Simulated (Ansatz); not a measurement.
The reference is GaAs in the zinc blende structure (space group F-43m, No. 216).

```xyz
2
Lattice="0.0000 2.8295 2.8295 2.8295 0.0000 2.8295 2.8295 2.8295 0.0000" Properties=species:S:1:pos:R:3 pbc="T T T"
Ga     0.0000     0.0000     0.0000
As     1.4147     1.4147     1.4147
```

Cartesian axes are those of the cell as printed.

Method: Ansatz (an electronic-structure program) PBEsol, no spin-orbit coupling.

For the base:

| Property | Result |
|---|---|
| Valley order | Γ 0.42 eV; L along ⟨111⟩ 0.92 eV; a point along ⟨100⟩, about 1.0 Å⁻¹ from Γ 1.32 eV |

Now apply this change: tensile biaxial strain of 2.08 % in the plane normal to [111], as in epitaxy on a mismatched substrate; the out-of-plane cell vector and the atoms relax.

Q: What happens to the ratio −ε⊥/ε∥ and valley order?

A: The ratio −ε⊥/ε∥ comes out as 0.44; the valley order (the lowest conduction-band minima on the path, energy above the VBM, named in the base's zone) becomes Γ 0.13 eV; L along [111] 0.47 eV; L along [1-1-1] 0.82 eV; a point along [001], about 1.0 Å⁻¹ from Γ 1.23 eV (base: Γ 0.42 eV; L along ⟨111⟩ 0.92 eV; a point along ⟨100⟩, about 1.0 Å⁻¹ from Γ 1.32 eV).

The levels and masses belong to the bands next to the band gap. Whether these cells are dynamically stable was not tested.
